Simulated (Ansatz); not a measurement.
Start from BAs (space group P4_2/mnm, No. 136; a = 5.837 Å, c = 3.362 Å; a hypothetical phase, not in the database extracts checked).

Perturbation: a hydrostatic pressure of 3 GPa.

Levels (all Ansatz, a program for electronic structure, PAW): PBEsol (420 eV, no spin-orbit coupling); PBEsol+SOC (420 eV, with spin-orbit coupling).

The geometry is relaxed with PBEsol.

| Item | Value |
|---|---|
| PBEsol electron mass | 0.45 mₑ along k, 0.33 mₑ across (off the special points) |
| PBEsol valence-band top at Γ | 0.00, 0.00, -0.32 eV |
| PBEsol band gap | 0.54 eV |

With PBEsol+SOC at the same geometry, the electron mass remains 0.45 mₑ along k, 0.33 mₑ across (off the special points); the valence-band top at Γ (three highest Kramers pairs, from the VBM) goes from 0.00, 0.00, -0.32 eV to 0.00, -0.11, -0.43 eV; the band gap shrinks by 0.07 eV to 0.47 eV.

Single points use the geometry relaxed with PBEsol. The spin-orbit shifts are approximate. Load acts through the strain it causes; cell and atoms are relaxed under it. Masses are band curvatures over ±0.01 Å⁻¹ around the edge. Along k means along the line from Γ to the band edge. Whether these cells are dynamically stable was not tested.
